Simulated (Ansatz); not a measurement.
Zr, response to strain

Consider Zr in the hcp (Mg type) structure (space group P6_3/mmc, No. 194; relaxed with 0.1 eV smearing).

```yaml
crystal:
  lattice:
    - [3.14377, 0.00000, 0.00000]
    - [-1.57189, 2.72259, 0.00000]
    - [0.00000, 0.00000, 5.09284]
  atoms:
    - { symbol: Zr, position: [0.66667, 0.33333, 0.75000] }
    - { symbol: Zr, position: [0.33333, 0.66667, 0.25000] }
```

Strains are applied to the cell and any free atomic positions relax.

The values are results of LDA (Ansatz, a program for electronic structure; PAW; 420 eV plane waves; no spin-orbit coupling), not measurements.

Candidates:
(a) isotropic strain −3.00 %
(b) isotropic strain +2.00 %
(c) isotropic strain +1.50 %
(d) isotropic strain −1.00 %

Notes on the quantities. energy relative to the base: free energy F.

Q: Order them by energy relative to the base, lowest first.

A: (d) isotropic strain −1.00 % (+6.5 meV/atom), (c) isotropic strain +1.50 % (+14 meV/atom), (b) isotropic strain +2.00 % (+24 meV/atom), (a) isotropic strain −3.00 % (+61 meV/atom)

Whether these cells are dynamically stable was not tested. The final runs are not spin-polarised.
